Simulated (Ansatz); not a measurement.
# Effect of x(Zr) = 0.75, 4 atoms, P4/mmm on Nb

Take Nb in the bcc (W type) structure (space group Im-3m, No. 229; a = 3.303 Å) as the base.

The other end (x = 1) is Zr in the bcc (W type) structure (space group Im-3m, No. 229; a model cell): 22.94 Å³/atom, gap zero; this end may not be an ambient phase.

One thing is altered: a fraction x = 0.75 of the Nb sites is given to Zr, ordered in a cell of 4 atoms (starting symmetry P4/mmm) and fully relaxed.

The values are results of r2SCAN/PAW in Ansatz (an electronic-structure program), no spin-orbit coupling, not measurements. Settings: 10×10×13 k-points, 0.05 eV Fermi–Dirac smearing, for the changed cell.

Volume per atom: 21.48 Å³ (base 18.01 Å³)
Density: 7.08 g/cm³ (base 8.56 g/cm³)
Shortest interatomic distance: 3.033 Å (base 2.860 Å)
Band gap: zero (base zero)
Mixing energy: +0.06 eV/atom (to 0.01 eV only: unlike meshes or grids)
Deviation of the volume from the linear (Vegard-type) interpolation: -1.0 %

Final structure:

```xyz
4
Lattice="4.9325 0.0000 0.0000 0.0000 4.9325 0.0000 0.0000 0.0000 3.5322" Properties=species:S:1:pos:R:3 pbc="T T T"
Zr     2.4663     0.0000     0.0000
Nb     2.4663     2.4663     1.7661
Zr     0.0000     0.0000     1.7661
Zr     0.0000     2.4663     0.0000
```

Cost of the whole job for the changed cell (relaxation, final SCF and bands): around 7 core-minutes (rough).

These are small ordered cells, not random alloys; other orderings at the same x differ. Whether these cells are dynamically stable was not tested. All final runs are without spin polarisation. An odd electron count without spin: Zr3Nb. Zr3Nb has a high density of states at the Fermi level and may be magnetic at this level. This is not the structure that Zr has at room temperature and ambient pressure.
